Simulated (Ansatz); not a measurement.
**HgS: response to strain**

Take HgS in the zinc blende structure (space group F-43m, No. 216; a = 5.8759 Å) as the base. Axes: x, y, z lie along the cube axes.

Strains are applied to the cell and any free atomic positions relax.

Level of theory: PBEsol, PAW, 420 eV (Ansatz, an electronic-structure program; spin-orbit coupling left out).

Notes on the quantities. pressure: mean of the normal stresses, compression positive.

```csv
change,volume per atom,pressure
base,25.36 Å³,0.0 GPa
uniaxial strain ε_zz = −3.00 %,24.60 Å³,2.0 GPa
uniaxial strain ε_zz = −2.50 %,24.72 Å³,1.6 GPa
uniaxial strain ε_zz = −2.00 %,24.85 Å³,___
uniaxial strain ε_zz = −1.50 %,24.98 Å³,0.9 GPa
uniaxial strain ε_zz = −0.50 %,25.23 Å³,0.3 GPa
uniaxial strain ε_zz = +0.50 %,25.49 Å³,-0.3 GPa
uniaxial strain ε_zz = +2.00 %,25.87 Å³,-1.1 GPa
uniaxial strain ε_zz = +2.50 %,25.99 Å³,-1.4 GPa
uniaxial strain ε_zz = +3.00 %,26.12 Å³,-1.7 GPa
```

Question: What belongs in the blanks?

Answer: 
- uniaxial strain ε_zz = −2.00 %, pressure: 1.3 GPa

The mesh was chosen for an insulator and is coarse for the gapless case. Whether these cells are dynamically stable was not tested. The final runs are not spin-polarised.
